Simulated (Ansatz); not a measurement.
Base system: ZrN in the rock salt structure (space group Fm-3m, No. 225; a = 4.595 Å).

Level of theory: Kohn–Sham DFT with the PBE functional, run in Ansatz (a program for electronic structure) with PAW and 420 eV plane waves, no spin-orbit coupling, earlier PAW set.

For the base:

The volume per atom is 12.13 Å³.

Modification: cell and atoms relaxed at a pressure of 3 GPa.

How does this affect the volume per atom?

The volume per atom falls by 0.14 Å³, from 12.13 Å³ to 11.99 Å³.

Load acts through the strain it causes; cell and atoms are relaxed under it. Whether these cells are dynamically stable was not tested. The final runs are not spin-polarised. An odd electron count without spin: ZrN.
